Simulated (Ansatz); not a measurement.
System: interstitial F in rock-salt MgO (charge state -1). The step: a concerted move, in which F travels most; the atom moves 2.12 Å along (0.50, 0.00, 0.00) of the unit cell; the moving atom starts with neighbours 4 Mg at 1.90; 4 O at 2.20 Å and ends with 4 Mg at 1.90; 4 O at 2.20 Å. DFT values are from Ansatz (plane-wave PAW, 420 eV unless said) in a cell of 64 host sites, spin-restricted, static, with no finite-size correction. The charge state is imposed; whether it is stable for some Fermi level was not computed. Sites that were not tried may lie lower. For the PBE band: the saddle point's order was not checked, and it lies on a symmetry element of the cell, where a band can be held.

```tsv
Level	Forward barrier (eV)	Cost of the band or of the saddle's single point
CHGNet universal potential (has no charge state), its own band	0.97	-
PBE, the Γ point alone, band relaxed	0.96	about 4 core-minutes (a rough figure)
PBE, a 2×2×2 k-point mesh shifted by half a step, same geometries	0.96	very roughly 110 core-seconds
r2SCAN at 500 eV, the Γ point alone, same geometries	0.98	roughly 50 core-seconds
```

Ansatz is a first-principles code.
